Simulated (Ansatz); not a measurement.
Band structure of BaS₃ (P-42_1m, 8 atoms in the cell).

```xyz
8
Lattice="6.9520 0.0000 0.0000 0.0000 6.9520 0.0000 0.0000 0.0000 4.2160" Properties=species:S:1:pos:R:3 pbc="T T T"
Ba     3.4760     3.4760     0.0000
Ba     0.0000     0.0000     0.0000
S      4.7126     5.7153     2.0034
S      5.7153     2.2394     2.2126
S      2.2394     1.2366     2.0034
S      1.2366     4.7126     2.2126
S      3.4760     0.0000     0.8917
S      0.0000     3.4760     3.3243
```

Method: PBEsol, PAW files made with PBE (plane waves; Ansatz, a first-principles code).

Settings: kpoints.mp_grid.grid = 3 3 5; hamiltonian.xc = pbesol; hamiltonian.pseudopotentials = {kind: paw} (the program's default PAW files); scf.occupations.method = fermi_dirac; scf.occupations.width = 0.05 eV; kpoints.band_path.npoints = 8.

The starting cell comes from a database of computed structures (which also holds hypothetical and non-ambient phases and stackings), without a prior relaxation at this level.

**Question.** Predict the gap along the standard path and the places of the band edges.

**Answer.** The gap along the path is 1.33 eV, from Γ to a point between Γ and Z; the smallest direct gap on it is 1.38 eV.

Levels in eV from the top of the valence band on the path, bands 25 to 32:
```csv
point,25,26,27,28,29,30,31,32
Γ,-1.44,-1.36,0.00,0.00,1.38,1.41,2.77,2.77
X,-1.37,-1.37,-0.20,-0.20,2.04,2.04,2.22,2.22
M,-1.29,-1.29,-0.85,-0.85,1.76,1.76,2.20,2.20
Z,-1.67,-1.04,-0.55,-0.55,2.53,2.61,3.69,3.69
R,-1.59,-1.59,-0.43,-0.43,2.76,2.76,2.78,2.78
A,-1.38,-1.38,-0.45,-0.45,2.29,2.29,3.20,3.20
```

Keys are those of Ansatz 0.2.
